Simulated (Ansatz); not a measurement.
By PBEsol, the system below comes out a metal.

Without scattering a metal conducts by its projected Fermi surface.

Data:

```xyz
1
Lattice="2.7451 0.0000 0.0000 -1.3725 2.3773 0.0000 1.3725 0.7924 2.2413" Properties=species:S:1:pos:R:3 pbc="T T T"
Rh     0.0000     0.0000     0.0000
```

The cell is strained (all lengths scaled by 1.02); by PBEsol it stands under a pressure of -19.2 GPa.

The current flows along the normal of the first two printed cell vectors, the (111) plane of the conventional cell. No spin-orbit coupling; the value is a mean over 0.1 eV about the Fermi level.

Question: Predict the ballistic conductance per area from PBEsol in Ansatz (a quantum-chemistry and plane-wave program).

Answer: 2.1 × 10¹⁵ S/m² for both spins.
